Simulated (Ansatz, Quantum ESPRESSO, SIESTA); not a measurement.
# SrMg3 (P1, 4 atoms in the cell) computed with different codes at matched settings

Self-consistent single point, at a second geometry (atoms moved at random). First geometry:

```xyz
4
Lattice="-2.8165 2.8165 3.6820 2.8165 -2.8165 3.6820 2.8165 2.8165 -3.6820" Properties=species:S:1:pos:R:3 pbc="T T T"
Sr     0.0000     0.0000     0.0000
Mg     0.0000     0.0000     3.6820
Mg     2.8165     0.0000     1.8410
Mg     0.0000     2.8165     1.8410
```

Second geometry:
```
SrMg3
1.0
   -2.81647     2.81647     3.68196
    2.81647    -2.81647     3.68196
    2.81647     2.81647    -3.68196
Sr Mg
1 3
Direct
  0.98378   0.98420   0.98724
  0.49668   0.50564   0.00264
  0.26469   0.75709   0.50673
  0.75485   0.25307   0.50339
```

Shared settings, as Ansatz (a quantum-chemistry and plane-wave program) writes them: kpoints.mp_grid.grid = 7 7 7; scf.occupations.method = gaussian; scf.occupations.width = 0.2 eV. Potentials and cutoffs stand in the table.

| code | model | ΔF from the first geometry (meV/atom) | pressure (GPa) | largest force (eV/Å) | cutoff |
|---|---|---|---|---|---|
| SIESTA | LDA PW92, numerical atomic orbitals DZP, PseudoDojo LDA standard norm-conserving potentials (rewritten from UPF to PSML) | 12.4 | 1.24 | 0.709 | grid 400 Ry |
| Ansatz | LDA (PW92), PAW files made with PBE | 8.0 | -2.32 | 0.466 | default |
| Quantum ESPRESSO | LDA (PZ), GBRV 1.5 ultrasoft (LDA) pseudopotentials | 8.0 | -2.34 | 0.466 | 40 Ry |

Size of the force on each atom (eV/Å): Sizes of forces hide their directions.

| code | Sr1 | Mg2 | Mg3 | Mg4 |
|---|---|---|---|---|
| SIESTA | 0.709 | 0.141 | 0.425 | 0.242 |
| Ansatz | 0.466 | 0.066 | 0.271 | 0.177 |
| Quantum ESPRESSO | 0.466 | 0.066 | 0.271 | 0.177 |

The spread over the programs that give each value: ΔF from the first geometry within 4.4 meV/atom; pressure within 3.58 GPa; largest force within 0.243 eV/Å.

SIESTA uses small atom-centred bases, whose incompleteness enters pressures, forces and empty levels differently from a plane-wave cutoff. Ansatz's pressure is given at a fixed set of plane waves, as the other plane-wave codes print theirs. The same LDA comes in different parametrisations, which differ slightly. In the pressure, SIESTA (by 3.57) lies more than 1 GPa from the median of the plane-wave programs. In the force vectors, SIESTA (by 0.244) lies more than 0.08 eV/Å from the median of the plane-wave programs.

The starting cell comes from a database of computed structures (which also holds hypothetical and non-ambient phases and stackings), without a prior relaxation at this level. Its lattice was rescaled by a random factor within 2.5 % of one. For this run, on top of that: atoms moved at random.

Left out of this page: CP2K (unsound by tests on forces, stress, charge or solver warnings).

Keys are those of Ansatz 0.2.
